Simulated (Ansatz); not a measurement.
**MoPt (space group Amm2, No. 38; a cell from a computed database, its experimental status unchecked)**

```yaml
crystal:
  lattice:
    - [4.45521, 0.00000, 0.00000]
    - [0.00000, 2.79755, 4.80343]
    - [0.00000, -2.79755, 4.80343]
  atoms:
    - { symbol: Mo, position: [0.00000, 0.33494, 0.33494] }
    - { symbol: Mo, position: [0.50000, 0.66590, 0.66590] }
    - { symbol: Mo, position: [0.00000, 0.82268, 0.33820] }
    - { symbol: Mo, position: [0.00000, 0.33820, 0.82268] }
    - { symbol: Pt, position: [0.00000, 0.83466, 0.83466] }
    - { symbol: Pt, position: [0.50000, 0.16574, 0.67010] }
    - { symbol: Pt, position: [0.50000, 0.67010, 0.16574] }
    - { symbol: Pt, position: [0.50000, 0.16803, 0.16803] }
```

All numbers come from DFT with PBEsol, PAW potentials and a 420 eV plane-wave cutoff in Ansatz (a quantum-chemistry and plane-wave program), no spin-orbit coupling. Settings: 11×10×10 k-points, 0.05 eV Fermi–Dirac smearing.

| Property | Result |
|---|---|
| Volume per atom | 14.97 Å³ |
| Density | 16.14 g/cm³ |
| Band gap | zero |
| Total energy | -8640.889 eV/atom (σ→0; compares only within this code and set-up) |

Stability against distortions was not tested. All final runs are without spin polarisation.
